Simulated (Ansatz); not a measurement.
The reference is SnO₂ in the rutile structure (space group P4_2/mnm, No. 136; a = 4.769 Å, c = 3.212 Å). Axes: x, y, z lie along a, b, c of the conventional cell.

Method: PBEsol/PAW in Ansatz (a first-principles code), no spin-orbit coupling.

Now apply this change: uniaxial strain ε_xx = −3.00 %, all other strain components held at zero, atoms relaxed at fixed cell.

Problem. Predict the stress tensor and what it implies for the stiffness.

Solution. Stress of the strained cell less that of the base (GPa, compression positive):
```
   7.14    0.00    0.00
   0.00    5.46    0.00
   0.00    0.00    4.53
```

Then −Δσ_ii/ε with ε = -0.0300 gives secant stiffness values (nonlinear terms included at this strain): C11 ≈ 238 GPa, C12 ≈ 182 GPa and C13 ≈ 151 GPa.

As a check, the harmonic strain energy −½ V₀ Δσ:ε is 8.1 meV/atom; the computed energy rise is 8.1 meV/atom.

Whether these cells are dynamically stable was not tested.
